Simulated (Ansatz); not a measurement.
Ansatz (an electronic-structure program) run on a (001) slab of W (cut from a parent of space group no. 229; 8 atoms in the cell): self-consistent single point.

Level of theory: LDA (PW92), default PAW files made with PBE (plane waves; Ansatz).

```xyz
8
Lattice="3.2112 0.0000 0.0000 0.0000 3.2112 0.0000 0.0000 0.0000 21.0961" Properties=species:S:1:pos:R:3 pbc="T T T"
W      0.0000     0.0000     6.5851
W      1.6056     1.6056     5.0000
W      0.0000     0.0000     9.7555
W      1.6056     1.6056     8.1703
W      0.0000     0.0000    12.9258
W      1.6056     1.6056    11.3406
W      0.0000     0.0000    16.0961
W      1.6056     1.6056    14.5109
```

Reference input (self-consistent single point, DFT, LDA (PW92), plane waves, default PAW files made with PBE): basis.ecutwfc = 30.9 Ry; kpoints.mp_grid.grid = 8 8 1; hamiltonian.xc = lda; hamiltonian.pseudopotentials = {kind: paw} (the program's default PAW files); scf.occupations.method = cold; scf.occupations.width = 0.0073 Ry. This run's input differs from it in these lines:

Ansatz 0.2 input:
```diff
@@ -22,3 +22,3 @@
 scf:
-  occupations: { method: cold, width: 0.0073 Ry }
+  occupations: { method: cold, width: 0.0007 Ry }
 output:
```

Output (repeated stretches shortened):

```
SCF iter   1: F=—  HF=-81032.110545 eV  |F-HF|=—  |Δ(HF+E_count)|=         —  Δρ=7.77e-3  dr2=2.53e-1  ethr=1.77e-3  ⟨swp⟩=8.1  Hψ=4303  notcnv=0  defer=5
all-band conjugate gradients solve this SCF's bands
preconditioner: auto → Resta (q_TF=auto, 2.443 Å⁻¹)
SCF iter   2: F=—  HF=-81032.075037 eV  |F-HF|=—  |Δ(HF+E_count)|=   3.53e-2  S|Δr|=   5.57e-4  Δρ=3.82e-3  dr2=2.54e-1  ethr=2.26e-4  ⟨swp⟩=2.5  Hψ=1545  notcnv=0  defer=86
   [... lines left out ...]
SCF iter  11: F=—  HF=-81032.060972 eV  |F-HF|=—  |Δ(HF+E_count)|=   2.01e-8  S|Δr|=    0.00e0  Δρ=4.93e-6  dr2=3.36e-7  ethr=9.55e-9  ⟨swp⟩=2.0  Hψ=1157  notcnv=0  defer=90
SCF iter  12: F=-81032.060972 eV  HF=-81032.060972 eV  |F-HF|=1.53e-8  |Δ(HF+E_count)|=   1.35e-8  S|Δr|=    0.00e0  Δρ=1.04e-6  dr2=2.05e-8  ethr=8.93e-11  ⟨swp⟩=14.6  Hψ=4624  notcnv=0
the last iteration of the SCF fills more bands at one k-point than at another …
SCF 1 converged in 12 iterations: F = -81032.060972 eV  dr2 = 2.05e-8
Stability not checked (fill_not_monotonic)
Free energy (F): -81032.060972 eV
Internal energy: -81032.061171 eV  (E = F + TS)
E sigma→0 (E₀):  -81032.061038 eV
Entropy (-TS):   0.000199 eV (0.025 meV/atom)
Fermi energy:    11.184592 eV
--- Forces (eV/Å), atoms counted from 1 ---
  atom   1  W      0.00000000     0.00000000    -1.66112505
  atom   2  W      0.00000000     0.00000000     2.67644477
  atom   3  W      0.00000000     0.00000000     0.02761303
  atom   4  W      0.00000000     0.00000000     0.01943689
   [... lines left out ...]
  atom   8  W      0.00000000     0.00000000     1.66112505
--- Stress (GPa, compression-positive) ---
      -16.994350       0.000000       0.000000
        0.000000     -16.994350       0.000000
        0.000000       0.000000     -12.275282
  P = ⅓ Tr σ = -15.4213 GPa (-154.213 kbar)
  The stress holds the Pulay correction. Without it, at fixed plane waves, as pw.x and ABINIT print it: P = -15.4417 GPa
```

The run converged in 12 iterations. Against the reference run the free energy hardly moves (within 1 meV/atom) and the largest force goes from 2.734 to 2.676 eV/Å.

The starting cell comes from a database of computed structures (which also holds hypothetical and non-ambient phases and stackings), without a prior relaxation at this level. The slab is cut from that crystal, and its faces are unrelaxed. Its lattice was rescaled in the plane by a random factor within 2.5 % of one. Spin polarisation is off. Forces in this geometry exceed 1 eV/Å.
